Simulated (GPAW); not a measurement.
Short convergence ladders for Ti (P-3m1, 2 atoms in the cell)

```yaml
crystal:
  lattice:
    - [1.46762, -2.54200, 0.00000]
    - [1.46762, 2.54200, 0.00000]
    - [0.00000, 0.00000, 4.65660]
  atoms:
    - { symbol: Ti, position: [0.33333, 0.66667, 0.26074] }
    - { symbol: Ti, position: [0.66667, 0.33333, 0.75000] }
```

Base method: LDA (Perdew-Wang 92), GPAW PAW datasets LDA (gpaw-data 1.0.1) (plane waves; GPAW).

Base settings: mode = pw; ecut = 800 eV; xc = LDA; kpts = 6 6 3; mesh shift (steps) = 0 0 0; occupations.name = fermi-dirac; occupations.width = 0.1 eV; nbands = -6; convergence.density = 1e-05 e/electron; symmetry.symmorphic = false.

The count of work is k-points × plane waves × bands × iterations; it is no time. Core times come from one kind of shared machine, to one figure; runs under 30 s give none.

**Shifted k-point meshes**

In this ladder: kpts_shift = 0.5 0.5 0.5.

Only quantities that move along the ladder and can be compared are tabulated.

| kpts | free energy less the last step's (meV/atom) | pressure (GPa) | largest difference of a force vector from the last step's (eV/Å) | count of work / last |
|---|---|---|---|---|
| 2 2 1 | 617.83 | 2.18 | 0.215 | 0.0096 |
| 3 3 2 | -32.70 | -8.14 | 0.003 | 0.032 |
| 4 4 3 | -3.44 | -8.36 | 0.002 | 0.073 |
| 6 6 3 | -5.96 | -8.45 | 0.020 | 0.13 |
| 10 10 6 | 0.00 | -8.11 | 0.000 | 1.0 |

Coarsest kpts that holds the pressure within 1 GPa of the last step, with all finer ones: 3 3 2, at 0.032 of the last step's count of work; the step before is off by 10 GPa.

Coarsest kpts that holds the forces within 0.01 eV/Å: not settled: the last two steps still differ by 0.020 eV/Å, over half the tolerance, so the ladder does not show it.

Coarsest kpts that holds the free energy within 5 meV/atom: not settled: the last two steps still differ by 6.0 meV/atom, over half the tolerance, so the ladder does not show it.

**The k-point mesh at a smearing width of 0.3 eV**

In this ladder: occupations.width = 0.3 eV.

Only quantities that move along the ladder and can be compared are tabulated.

| kpts | free energy less the last step's (meV/atom) | count of work / last | core time / last (rough) |
|---|---|---|---|
| 5 5 3 | -3.47 | 0.046 | – |
| 7 7 4 | 0.01 | 0.083 | 0.1 |
| 14 14 8 | 0.01 | 0.57 | 0.6 |
| 17 17 10 | 0.00 | 1.0 | 1 |

Coarsest kpts that holds the free energy within 0.5 meV/atom of the last step, with all finer ones: 7 7 4, at 0.083 of the last step's count of work and about 0.1 of the last step's time; the step before is off by 3.5 meV/atom.

**The setting conv density**

Moved along: convergence.energy, convergence.eigenstates.

The mesh stays at the base's, so the ladder's end is converged at best in this setting alone.

Only quantities that move along the ladder and can be compared are tabulated.

| convergence.density | free energy less the last step's (meV/atom) | pressure (GPa) | largest difference of a force vector from the last step's (eV/Å) |
|---|---|---|---|
| 0.01 e/electron | -1.11 | -6.70 | 0.142 |
| 0.001 e/electron | 0.00 | -7.60 | 0.010 |
| 0.0001 e/electron | 0.00 | -7.69 | 0.000 |
| 1e-05 e/electron | 0.00 | -7.69 | 0.000 |
| 1e-06 e/electron | 0.00 | -7.68 | 0.000 |
| 1e-07 e/electron | 0.00 | -7.68 | 0.000 |

Coarsest convergence.density that holds the forces within 0.02 eV/Å of the last step, with all finer ones: 0.001 e/electron; the step before is off by 0.14 eV/Å.

Coarsest convergence.density that holds the pressure within 0.05 GPa of the last step, with all finer ones: 0.0001 e/electron; the step before is off by 0.08 GPa.

Coarsest convergence.density that holds the free energy within 1 meV/atom of the last step, with all finer ones: 0.001 e/electron; the step before is off by 1.1 meV/atom.

On the base run: the starting cell has typed, rounded lattice constants, without a prior relaxation at this level. Its lattice was rescaled by up to half a per cent. One atom was moved a little off its site on purpose. Spin polarisation is off. In the base run, with a pressure of about -8 GPa the cell is away from its equilibrium volume at this level. Without a gap this mesh is coarse (it stands for a supercell whose shortest vector is 14 Å).
